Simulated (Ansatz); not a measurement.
System: cubic perovskite CsPbBr₃ (cubic high-temperature phase). Method: PBEsol+SOC in Ansatz (plane waves, PAW).

Settings: plane-wave cutoff 520 eV, 8×8×8 k mesh, PAW data made under PBE.

Computed at the level's own relaxed cell.

Hill averages of the elastic tensor: K = 20.6 GPa, G = 8.5 GPa. Volume 40.544 Å³/atom, mean atomic mass 115.963 u.

Question: Work out the density, the sound velocities of a polycrystal and the elastic Debye temperature at this level.

Answer: ρ = 1.66054 × 115.963/40.544 = 4.749 g/cm³. v_l = √[(K + 4G/3)/ρ] = 2.593 km/s and v_t = √(G/ρ) = 1.338 km/s. The mean follows from 3/v_m³ = 1/v_l³ + 2/v_t³: v_m = 1.498 km/s. Θ_D = (ħ/k_B) v_m (6π²/V)^(1/3) = 76.38 K Å s/km × 1.498 × 1.1346 Å⁻¹ = 130 K, counting all atoms of the cell.

Note: the relaxation could not lower the start's symmetry, so the cell can be a saddle point above a distorted one.

Ansatz is an electronic-structure program.
